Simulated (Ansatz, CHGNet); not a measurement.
For Si3N4 (P6₃/m, No. 176), the machine-learned potential CHGNet 0.3.0 (trained on PBE and PBE+U data) gives:

```
Property                         Result
------------------------------  -------
equilibrium lattice constant a  7.669 Å
lattice parameter c             2.927 Å
```

### Question
What does r²SCAN (PAW; Ansatz, a first-principles code) give for the same quantities?

### Answer

- lattice constant a: 7.605 Å (falls by 0.8 %)
- lattice parameter c: 2.906 Å (decreases by 0.7 %)

Changes are worked out from the printed values.

Unless a cell is named, each level is at its own relaxed cell (CHGNet 0.3.0 10.65, r²SCAN 10.40 Å³/atom).

Ansatz's density-functional and Hartree–Fock values are scalar-relativistic unless marked +SOC, with PAW data made under PBE.
